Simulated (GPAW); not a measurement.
Band structure of KCdF3 (Pm-3m, 5 atoms in the cell).

```
CELL_PARAMETERS angstrom
      4.38209     0.00000     0.00000
      0.00000     4.38209     0.00000
      0.00000     0.00000     4.38209
ATOMIC_POSITIONS crystal
  K  0.00000 0.00000 0.00000
  Cd 0.50000 0.50000 0.50000
  F  0.00000 0.50000 0.50000
  F  0.50000 0.00000 0.50000
  F  0.50000 0.50000 0.00000
```

Level of theory: PBEsol, GPAW PAW datasets PBEsol (made by gpaw-setup) (plane waves; GPAW).

Settings: mode = pw; ecut = 900 eV; xc = PBEsol; kpts = 6 6 6; mesh shift (steps) = 0 0 0; occupations.name = fermi-dirac; occupations.width = 0.05 eV; nbands = -8; convergence.bands = -6; symmetry.symmorphic = false; symmetry.tolerance = 0.0005; maxiter = 100; bandpath_npoints = 40.

The starting cell comes from a database of computed structures (which also holds hypothetical and non-ambient phases and stackings), without a prior relaxation at this level.

Question: Predict the gap along the standard path and the places of the band edges.

Answer: The gap along the path is 2.90 eV, from a point between X|M and R to Γ; the smallest direct gap on it is 4.75 eV.

Levels in eV from the top of the valence band on the SCF mesh, bands 18 to 25:
```tsv
point	18	19	20	21	22	23	24	25
Γ	-1.91	-1.85	-1.85	-1.85	2.90	8.12	8.12	8.52
X	-1.92	-1.76	-1.68	-1.68	5.46	6.80	8.83	9.83
M	-1.74	-1.74	-1.50	0.00	6.84	8.48	8.48	8.76
R	-1.49	-1.49	0.00	0.00	7.56	7.56	7.56	8.75
```
